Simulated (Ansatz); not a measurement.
Start from SiC in the zinc blende structure (space group F-43m, No. 216; a = 4.356 Å). Axes: x, y, z lie along the cube axes.

Level of theory: r2SCAN/PAW in Ansatz (a quantum-chemistry and plane-wave program), no spin-orbit coupling.

Base values:

The band gap is 1.71 eV.

The change: compressive biaxial strain of 2.50 % in the plane normal to [001], as in epitaxy on a mismatched substrate; the out-of-plane cell vector and the atoms relax.

Question: How does this affect the band gap, out-of-plane strain and in-plane stress?

Answer: The band gap decreases by 0.25 eV to 1.46 eV; the out-of-plane strain amounts to +1.58 %; the mean in-plane stress (compression positive) amounts to +12.6 GPa.

Whether these cells are dynamically stable was not tested.
